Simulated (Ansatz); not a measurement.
The starting structures come from a database of crystals and need not be the phases stable at ambient conditions.

 Where the default PAW files enter, the runs use the earlier of Ansatz's two default sets.

Input:

```
AgI
1.0
    6.21214     0.00000     0.00000
    3.10607     6.96899    -0.12400
    3.10607    -1.33447     2.80480
Ag I
2 2
Direct
  0.00000   0.00000   0.00000
  0.50000   0.00000   0.00000
  0.30011   0.69989   0.19989
  0.19989   0.30011   0.80011
```

Space group of this cell: P4/nmm. The cell was relaxed by PBE-D3(BJ); by PBEsol its mean pressure is -1.0 GPa.

Transport runs along the normal of the first two printed cell vectors, the (111) plane of the conventional cell.

No gap correction and no spin-orbit coupling; mid-gap values are interpolated between computed energies.

### Question
State the band gap and the smallest decay constant κ at mid-gap according to PBEsol (Ansatz, an electronic-structure program).

### Answer
Gap 1.12 eV on a 12×12×12 mesh; κ = 0.117 1/Å, at the zone centre.
